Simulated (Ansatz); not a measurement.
**Ga (model structure, started from the hcp type, P6₃/mmc, No. 194, 2 atoms in the cell): properties by level of theory**

```json
[
 {"level (code)": "PBE (Ansatz)", "equilibrium lattice constant a (Å)": "2.985", "lattice parameter c (Å)": "4.946", "cohesive energy (eV/atom)": "2.60"},
 {"level (code)": "PBEsol (Ansatz)", "equilibrium lattice constant a (Å)": "2.917", "lattice parameter c (Å)": "___", "cohesive energy (eV/atom)": "3.04"},
 {"level (code)": "r²SCAN (Ansatz)", "equilibrium lattice constant a (Å)": "2.918", "lattice parameter c (Å)": "___", "cohesive energy (eV/atom)": "2.68"},
 {"level (code)": "r²SCAN+rVV10 (Ansatz)", "equilibrium lattice constant a (Å)": "2.903", "lattice parameter c (Å)": "___", "cohesive energy (eV/atom)": "___"}
]
```

### Question
Fill in the missing entries.

### Answer

- PBEsol (Ansatz, a first-principles code), lattice parameter c (Å): 4.839
- r²SCAN (Ansatz), lattice parameter c (Å): 4.874
- r²SCAN+rVV10 (Ansatz), lattice parameter c (Å): 4.846
- r²SCAN+rVV10 (Ansatz), cohesive energy (eV/atom): 2.89

Ansatz's density-functional and Hartree–Fock values are scalar-relativistic unless marked +SOC, with PAW data made under PBE.

Free atoms are spin-polarised, in the lowest state found; at levels without +SOC their spin–orbit coupling is left out.

Static lattice: no zero-point or thermal effects.

A model structure was made by putting elements into a prototype or built by hand; it is no filed structure, need not be a known phase, and can be a saddle point held by its symmetry.
